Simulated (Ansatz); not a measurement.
Take GaN in the wurtzite structure (space group P6_3mc, No. 186) as the base.

```
CELL_PARAMETERS angstrom
      3.18258     0.00000     0.00000
     -1.59129     2.75619     0.00000
      0.00000     0.00000     5.18543
ATOMIC_POSITIONS crystal
  Ga 0.33333 0.66667 0.00019
  Ga 0.66667 0.33333 0.50019
  N  0.33333 0.66667 0.37681
  N  0.66667 0.33333 0.87681
```

Cartesian axes are those of the cell as printed.

Computed with PBEsol in Ansatz (plane waves to 420 eV, PAW, no spin-orbit coupling).

For the base:

```
Property    Value
--------  -------
Band gap  1.88 eV
```

Now apply this change: uniaxial strain ε_zz = +1.80 %, all other strain components held at zero, atoms relaxed at fixed cell.

Problem. What happens to the band gap?

Solution. The band gap drops by 0.19 eV, from 1.88 eV to 1.69 eV.

Problem. How does this affect the stress?

Solution. The stress (xx, yy, zz, yz, xz, xy; compression positive) comes out as (-1.51, -1.51, -6.67, 0.00, 0.00, 0.00) GPa.

Stability against distortions was not tested.

Ansatz is a first-principles code.
